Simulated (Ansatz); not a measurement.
The parent structure is BaZrO3 in the cubic perovskite structure (space group Pm-3m, No. 221; a = 4.205 Å). Axes: x, y, z lie along the cube axes.

Method: r2SCAN (Ansatz, a first-principles code, PAW, spin-orbit coupling left out).

Base values:

The pressure is 0.1 kbar. The band gap is 3.73 eV.

One thing is altered: biaxial strain +3.17 %, plane normal [110], relaxed out of plane (Cartesian); in-plane vectors clamped, the third vector and the atoms free.

### Question
How does this affect the pressure?

### Answer
The pressure (mean of the normal stresses, compression positive) drops by 60.44 kbar to -60.4 kbar.

### Question
What does the calculation give for the energy relative to the base after the change?

### Answer
The energy increases by 28 meV/atom.

### Question
Estimate the effect on the band gap.

### Answer
The band gap falls by 0.39 eV (3.73 eV → 3.34 eV).

No phonon test of stability was made.
